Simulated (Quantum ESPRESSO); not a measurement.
Quantum ESPRESSO 7.5, DFT, PBE, plane waves, PseudoDojo 0.5 standard norm-conserving PBE (local tails restored to the Coulomb form): Au(111) slab of 9 layers, 1x1 (Au9), unrelaxed, 9 atoms. Basis and mesh were picked for this test and aren't claimed converged.

```fortran
&CONTROL
  calculation = 'scf'
  pseudo_dir = './pseudo'
  outdir = './out'
  tprnfor = .true.
  tstress = .false.
/
&SYSTEM
  ibrav = 0
  nat = 9
  ntyp = 1
  ecutwfc = 76.0
  ecutrho = 304.0
  occupations = 'smearing'
  smearing = 'mv'
  degauss = 0.02
/
&ELECTRONS
  conv_thr = 9.000000000000001e-09
/
ATOMIC_SPECIES
Au 196.9666 Au.upf
CELL_PARAMETERS angstrom
  2.883581000000   0.000000000000   0.000000000000
  1.441791000000   2.497255000000   0.000000000000
  0.000000000000   0.000000000000  32.835475000000
ATOMIC_POSITIONS crystal
Au   0.333333000000   0.333333000000   0.213184000000
Au   0.666667000000   0.666667000000   0.284888000000
Au   0.000000000000   0.000000000000   0.356592000000
Au   0.333333000000   0.333333000000   0.428296000000
Au   0.666667000000   0.666667000000   0.500000000000
Au   0.000000000000   0.000000000000   0.571704000000
Au   0.333333000000   0.333333000000   0.643408000000
Au   0.666667000000   0.666667000000   0.715112000000
Au   0.000000000000   0.000000000000   0.786816000000
K_POINTS automatic
6 6 1 0 0 0
```

The program reports k-points computed: 7, bands: 103, electrons: 171, G-vectors of the density: 142533, FFT grid: 36×36×360, symmetry operations: 12.

Hardware: Intel Xeon 6 (Granite Rapids), 96 cores on 1 socket, 2 hardware threads a core, 3 L3 cache groups, 3 NUMA nodes.

Each time is the median wall time of two to five repeats, run one at a time on the otherwise empty machine; start-up is included. Unless noted, each process is bound to its own block of adjacent cores. The build: conda-forge: Open MPI 5.0, OpenMP, OpenBLAS 0.3.34 (pthreads), FFTW, ScaLAPACK, ELPA; another build can shift the numbers. Scratch files lie in a memory file system.

```json
[
 {"cores": "8", "layout": "8 ranks", "wall time": "42 s", "speed-up over 8": "1.0×", "efficiency": "100 %", "core-seconds": "340"},
 {"cores": "16", "layout": "16 ranks", "wall time": "22 s", "speed-up over 8": "1.9×", "efficiency": "94 %", "core-seconds": "360"},
 {"cores": "24", "layout": "24 ranks", "wall time": "16 s", "speed-up over 8": "2.7×", "efficiency": "89 %", "core-seconds": "380"},
 {"cores": "32", "layout": "32 ranks", "wall time": "13 s", "speed-up over 8": "3.2×", "efficiency": "80 %", "core-seconds": "420"},
 {"cores": "48", "layout": "48 ranks", "wall time": "10 s", "speed-up over 8": "4.1×", "efficiency": "68 %", "core-seconds": "490"},
 {"cores": "64", "layout": "64 ranks", "wall time": "9.4 s", "speed-up over 8": "4.5×", "efficiency": "56 %", "core-seconds": "600"},
 {"cores": "96", "layout": "96 ranks", "wall time": "7.4 s", "speed-up over 8": "5.7×", "efficiency": "47 %", "core-seconds": "710"}
]
```

Efficiency, counted from 8 cores, is near one half at 96 cores. The shortest time, 7.4 s, comes at 96 cores. The share that grows most is that of dense diagonalisation (cdiaghg or rdiaghg): from 3.3 % of the time on 8 cores to 21 % on 96. The largest part on 96 cores, FFTs of H·ψ (vloc_psi), takes 19 s on 8 and 1.9 s there.
